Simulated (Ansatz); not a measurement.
Stishovite (SiO2) was calculated with r²SCAN-D4 in Ansatz (PAW).

Settings: plane-wave cutoff 560 eV, 8×8×12 k mesh (along the axes of the cell as run), Fermi–Dirac smearing 0.01 eV, scalar-relativistic PAW data made under PBE.

Shape and atoms are relaxed at each volume.

The direct gap at Γ against volume; x = 100 ln(V/7.742 Å³). One gap is withheld.

| V (Å³/atom) | x | gap (eV) |
|---|---|---|
| 7.432 | -4.09 | ? |
| 7.587 | -2.02 | 6.951 |
| 7.742 | 0.00 | 6.616 |
| 7.896 | 1.97 | 6.302 |
| 8.051 | 3.91 | 6.012 |

Fit a straight line to the rows shown, give the volume deformation potential and predict the withheld gap.

Means of the 4 rows: x̄ = 0.965, ȳ = 6.4703 eV. Σ(x − x̄)(y − ȳ) = -3.0943 and Σ(x − x̄)² = 19.525, so the slope is -0.1585 eV per unit of x, and dE_g/d ln V = -15.8 eV. At x = -4.09: 6.4703 + (-0.1585) × (-4.09 − (0.965)) = 7.272 eV. The run gives 7.309 eV, 0.037 eV above the line, as the curve bends the same way over all rows.

Note: the bulk modulus comes from volumes at which shape and atoms were relaxed.

Ansatz is a quantum-chemistry and plane-wave program.
